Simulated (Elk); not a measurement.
Worked example: self-consistent single point of CoGe (P2_13, 8 atoms in the cell) in Elk.

Computed with PBEsol, all-electron FP-LAPW, Elk's shipped species files, APW+lo basis with extra local orbitals run with Elk 10.2.4.

The change in words: lattice scaled by 0.98. Reference geometry:
```
CoGe
1.0
    4.57947     0.00000     0.00000
    0.00000     4.57947     0.00000
    0.00000     0.00000     4.57947
Co Ge
4 4
Direct
  0.13683   0.13683   0.13683
  0.36317   0.86317   0.63683
  0.63683   0.36317   0.86317
  0.86317   0.63683   0.36317
  0.83981   0.83981   0.83981
  0.66019   0.16019   0.33981
  0.33981   0.66019   0.16019
  0.16019   0.33981   0.66019
```

Reference input (self-consistent single point, DFT, PBEsol, all-electron FP-LAPW, Elk's shipped species files, APW+lo basis with extra local orbitals): xctype = 22; rgkmax = 7.5; stype = 0; swidth = 0.00367493 Ha; ngridk = 5 5 5; gmaxvr = 16 1/bohr; nxlo = 2; lorbcnd = true; rmtscf = 0.87; lmaxi = 2. This run's input differs from it in these lines:

```diff
@@ -31,5 +31,5 @@
 avec
-    8.6539440959    0.0000000000    0.0000000000
-    0.0000000000    8.6539440959    0.0000000000
-    0.0000000000    0.0000000000    8.6539440959
+    8.4808659699    0.0000000000    0.0000000000
+    0.0000000000    8.4808659699    0.0000000000
+    0.0000000000    0.0000000000    8.4808659699
```

The program printed (abridged):

```
│ Self-consistent loop started │
│ Loop number : 1 │
 total energy                :     -13995.8093170
│ Loop number : 2 │
 total energy                :     -13994.0346038
RMS change in Kohn-Sham potential (target) :   0.3571913243     (  0.1000000000E-05)
Absolute change in total energy (target)   :    1.774713182     (  0.1000000000E-03)
│ Loop number : 3 │
 total energy                :     -13993.1155062
RMS change in Kohn-Sham potential (target) :   0.3357625241     (  0.1000000000E-05)
Absolute change in total energy (target)   :    1.362775873     (  0.1000000000E-03)
│ Loop number : 4 │
   [... lines left out ...]
Absolute change in total energy (target)   :   0.9747586228E-04 (  0.1000000000E-03)
│ Loop number : 15 │
 total energy                :     -13959.6756192
RMS change in Kohn-Sham potential (target) :   0.1367822700E-06 (  0.1000000000E-05)
Absolute change in total energy (target)   :   0.2023197831E-03 (  0.1000000000E-03)
│ Loop number : 16 │
 total energy                :     -13959.6756231
RMS change in Kohn-Sham potential (target) :   0.4530280349E-07 (  0.1000000000E-05)
Absolute change in total energy (target)   :   0.4672219256E-04 (  0.1000000000E-03)
Convergence targets achieved

│ Loop number : 17 │

Energies :
 Fermi                       :     0.439119543028
 total energy                :     -13959.6756220

Density of states at Fermi energy :    64.94338218
 (states/Hartree/unit cell)

Estimated indirect band gap :   0.2717696333E-02
 from k-point      1 to k-point     14
Estimated direct band gap   :   0.1212007758E-01
 at k-point     14

Charges :
 core                        :    120.0000000
 valence                     :    116.0000000
 interstitial                :    13.61702747
 muffin-tins (core leakage)
  species :    1 (Co)
   atom    1                 :    25.69541408     (  0.2462160003E-02)
   atom    2                 :    25.69541408     (  0.2462160003E-02)
   atom    3                 :    25.69541408     (  0.2462160003E-02)
   [... lines left out ...]
   atom    2                 :    29.90032906     (  0.1999993051E-02)
   atom    3                 :    29.90032906     (  0.1999993051E-02)
   atom    4                 :    29.90032906     (  0.1999993051E-02)
 total in muffin-tins        :    222.3829725
 total calculated charge     :    235.9645749
 total charge                :    236.0000000
 error                       :   0.3542509098E-01

│ Self-consistent loop stopped │
```

The run converged in 17 iterations. The count includes the last loop, which Elk runs after its targets are met. Against the reference run the total energy goes up by 22.6 meV/atom.

The starting cell comes from a database of computed structures (which also holds hypothetical and non-ambient phases and stackings), without a prior relaxation at this level. For this run, on top of that: lattice scaled by 0.98. Spin polarisation is off. Values depend on the basis (sphere radii, cutoffs, local orbitals), which need not be converged. The log's line on a gap gives a spacing of levels on this mesh, which the program prints for metals too.

Cost on one core of a shared machine: roughly 8 min.
